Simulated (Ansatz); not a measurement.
Consider MgSe in the rock salt structure (space group Fm-3m, No. 225).

```
CELL_PARAMETERS angstrom
      0.00000     2.73618     2.73618
      2.73618     0.00000     2.73618
      2.73618     2.73618     0.00000
ATOMIC_POSITIONS crystal
  Mg 0.00000 0.00000 0.00000
  Se 0.50000 0.50000 0.50000
```

Cartesian axes are those of the cell as printed.

Calculations: r2SCAN/PAW in Ansatz (a program for electronic structure), no spin-orbit coupling.

Strains are applied to the cell and any free atomic positions relax; under biaxial strain the out-of-plane vector relaxes too.

One change was made to it. Results:

```json
[
 {"quantity": "energy relative to the base (free energy F)", "base": "0 meV/atom", "after": "+10 meV/atom"},
 {"quantity": "volume per atom", "base": "20.48 Å³", "after": "21.22 Å³"}
]
```

Name the change that was made.
A. biaxial strain +1.50 %, plane normal [001], relaxed out of plane
B. biaxial strain +1.00 %, plane normal [001], relaxed out of plane
C. biaxial strain +2.50 %, plane normal [001], relaxed out of plane

C, biaxial strain +2.50 %, plane normal [001], relaxed out of plane. For comparison, the energy relative to the base in the other runs: biaxial strain +1.00 %, plane normal [001], relaxed out of plane gives +1.7 meV/atom; biaxial strain +1.50 %, plane normal [001], relaxed out of plane gives +3.8 meV/atom.

No phonon test of stability was made.
